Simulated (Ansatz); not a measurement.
## Phonons of CsCaF$_{3}$ in the cubic perovskite structure at temperature

Method: the stochastic self-consistent harmonic approximation in a 2×2×2 supercell, LDA in Ansatz (a program for electronic structure). The cell was generated from a structure type, relaxed within its symmetry, and need not be the phase found at ambient conditions. The cell is fixed at its relaxed static size. Melting and transitions to other phases are not modelled. Frequencies in cm⁻¹ at q = (0.00, 0.00, 0.50) (fractions of the primitive reciprocal vectors), each column in ascending order, rows equal in every column written once; i marks an imaginary mode. The auxiliary (Gaussian) frequencies are positive by construction; the free-energy Hessian decides stability.

```json
[
 {"harmonic": "61", "Gaussian 300 K": "66", "Hessian 300 K": "63", "Gaussian 600 K": "69", "Hessian 600 K": "64"},
 {"harmonic": "87", "Gaussian 300 K": "92", "Hessian 300 K": "88", "Gaussian 600 K": "96", "Hessian 600 K": "89"},
 {"harmonic": "92", "Gaussian 300 K": "99", "Hessian 300 K": "95", "Gaussian 600 K": "102", "Hessian 600 K": "96"},
 {"harmonic": "135", "Gaussian 300 K": "148", "Hessian 300 K": "142", "Gaussian 600 K": "157", "Hessian 600 K": "146"},
 {"harmonic": "136", "Gaussian 300 K": "148", "Hessian 300 K": "144", "Gaussian 600 K": "157", "Hessian 600 K": "149"},
 {"harmonic": "165", "Gaussian 300 K": "173", "Hessian 300 K": "169", "Gaussian 600 K": "178", "Hessian 600 K": "172"},
 {"harmonic": "177", "Gaussian 300 K": "185", "Hessian 300 K": "179", "Gaussian 600 K": "191", "Hessian 600 K": "181"},
 {"harmonic": "349", "Gaussian 300 K": "351", "Hessian 300 K": "345", "Gaussian 600 K": "351", "Hessian 600 K": "340"},
 {"harmonic": "404", "Gaussian 300 K": "404", "Hessian 300 K": "396", "Gaussian 600 K": "404", "Hessian 600 K": "389"},
 {"harmonic": "426", "Gaussian 300 K": "423", "Hessian 300 K": "415", "Gaussian 600 K": "422", "Hessian 600 K": "406"}
]
```

* **pressure at 300 K in this cell**: 0.98 ± 0.04 GPa
* **pressure at 600 K in this cell**: 1.73 ± 0.02 GPa
* **pressure near 300 K by path-integral sampling of the fitted surface**: 0.98 GPa
* **pressure near 600 K by path-integral sampling of the fitted surface**: 1.74 GPa
* **static pressure**: 0.00 GPa

Over all wave vectors of the supercell the softest harmonic mode is 60 cm⁻¹ at q = (0.00, 0.50, 0.50); the softest of the Hessian is 62 cm⁻¹ at q = (0.00, 0.50, 0.50) at 300 K (error under 1; the run's verdict: stable), 63 cm⁻¹ at q = (0.00, 0.50, 0.50) at 600 K (error under 1; the run's verdict: stable).
